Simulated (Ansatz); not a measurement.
Ansatz (a quantum-chemistry and plane-wave program) run on Hf (P6_3/mmc, 4 atoms in the cell): relaxation of cell and atoms.

Method of the run: PBE (plane waves, PAW; Ansatz).

```
CELL_PARAMETERS angstrom
      3.12075     0.00000     0.00000
     -1.56037     2.70264     0.00000
      0.00000     0.00000    10.04102
ATOMIC_POSITIONS crystal
  Hf 0.00000 0.00000 0.00000
  Hf 0.00000 0.00000 0.50000
  Hf 0.33333 0.66667 0.25000
  Hf 0.66667 0.33333 0.75000
```

Reference input (self-consistent single point, DFT, PBE, plane waves, default PAW files): basis.ecutwfc = 420 eV; kpoints.mp_grid.grid = 8 8 3; hamiltonian.xc = pbe; hamiltonian.pseudopotentials = {kind: paw} (the program's default PAW files); scf.occupations.method = cold; scf.occupations.width = 0.1 eV. This run's input differs from it in these lines:

Ansatz 0.2 input:
```diff
@@ -12,3 +12,3 @@
 basis:
-  ecutwfc: 420.0
+  ecutwfc: 250.0
 kpoints:
@@ -20,2 +20,4 @@
   occupations: { method: cold, width: 0.1 }
+relax:
+  cell: {}
 output:
```

The program printed (abridged):

```
   [... SCF lines of the steps left out ...]
relax step   1: F+E_penalty+E_count = -62881.34140470 eV  Δ(F+E_penalty+E_count) = +0.000e0 eV  max|allowed force component| = 1.064e-16 eV/Å  Δτ_max = 0.0000 Å  P = +8.668 GPa  Ω = 84.689 Å³  (8 SCF iters, dr2 threshold 1.00e-7 eV, accepted)
relax step   2: F+E_penalty+E_count = -62876.86124918 eV  Δ(F+E_penalty+E_count) = +4.480e0 eV  max|allowed force component| = 1.897e-16 eV/Å  Δτ_max = 0.0000 Å  P = -40.198 GPa  Ω = 96.357 Å³  energy of the carried Pulay correction = -3.293e0 eV  [...]
   [... lines left out ...]
relax step  22: F+E_penalty+E_count = -62881.48815827 eV  Δ(F+E_penalty+E_count) = +7.365e-3 eV  max|allowed force component| = 9.252e-17 eV/Å  Δτ_max = 0.0000 Å  P = +0.000 GPa  Ω = 90.848 Å³  energy of the carried Pulay correction = -7.371e-3 eV  [...]
relax step  23: F+E_penalty+E_count = -62881.49578537 eV  Δ(F+E_penalty+E_count) = -7.627e-3 eV  max|allowed force component| = 1.342e-16 eV/Å  Δτ_max = 0.0000 Å  P = +0.008 GPa  Ω = 90.848 Å³  stress off target by 2.82e-2 GPa  SCF on the basis [...]
basis re-selected at this cell: Δ(F+E_penalty+E_count) = -7.627e-3 eV, ΔP = +0.008 GPa vs the last step
the relaxation is at rest under the 24 symmetry operations that the run kept from its start: a minimum is not shown …
Stability not checked (fill_not_monotonic)
Free energy (F): -62881.495785 eV
Internal energy: -62881.493916 eV  (E = F + TS)
   [... lines left out ...]
Fermi energy:    19.389438 eV
  cell:  # Å, volume = 90.8477 Å³
   [... lines left out ...]
    - [0.0, 0.0, 10.215952919730174]
  atoms:
    - { symbol: Hf, position: [1.3828851539746716e-34, -2.8077546835435935e-34, 9.989904540610361e-37] }
    - { symbol: Hf, position: [2.294440584295597e-34, -1.6274956096944698e-34, 0.5] }
    - { symbol: Hf, position: [0.33333333333333337, 0.6666666666666669, 0.25] }
    - { symbol: Hf, position: [0.6666666666666667, 0.3333333333333333, 0.7500000000000002] }
```

The run converged. 

Summary of the result:
Free energy E − TS (on the zero of these files): -62881.4958 eV
Fermi level (on the code's own zero): 19.39 eV
Pressure: 0.01 GPa
Final cell: a = 3.2044 Å, b = 3.2044 Å, c = 10.2160 Å, α = 90.00°, β = 90.00°, γ = 120.00°
Final volume per atom: 22.71 Å³
Relaxation steps: 23

The starting cell was generated: these elements placed on a structure prototype, without a prior relaxation; it need not be a known phase or ordering of this composition. Its lattice was rescaled by a random factor within 2.5 % of one. The relaxation keeps the symmetry of its start, so its end need not be a minimum. Ansatz's pressure includes its estimate of the finite-basis (Pulay) stress. Without the estimate this run gives -45.03 GPa. The cutoff lies below the one recommended for these files.

Cost on one core of a shared machine: roughly 60 s.
